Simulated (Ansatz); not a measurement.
# Bi2Se3: pressure series

Start from Bi$_{2}$Se$_{3}$ in the Bi2Te3 type structure (space group R-3m, No. 166; a = 4.1444 Å, c = 28.4455 Å (hexagonal axes)).

Cell and atoms are relaxed at each pressure.

All numbers come from plane-wave PAW DFT at the PBE-D3(BJ) level (Ansatz, a first-principles code, 420 eV), spin-orbit coupling left out, earlier PAW set.

For the base:

The c/a ratio is 6.864.

Problem. The aim is a c/a ratio between 7.395 and 8.160. Which of these changes reaches it?
A. pressure 30 GPa
B. pressure 18 GPa
C. pressure 60 GPa
D. pressure 9 GPa

Solution. A, pressure 30 GPa. It gives 7.751; pressure 60 GPa gives 9.868; pressure 9 GPa gives 6.755; pressure 18 GPa gives 6.878. Changes not listed may reach it too

A case with no gap was solved on a k-mesh chosen for an insulator, which is coarse for it. From pressure 60 GPa on, the axis ratios lie over 15 % from the base's, so the cell there is far from its starting form. Load acts through the strain it causes; cell and atoms are relaxed under it. No phonon test of stability was made. Competing high-pressure phases were not computed. The final runs are not spin-polarised.
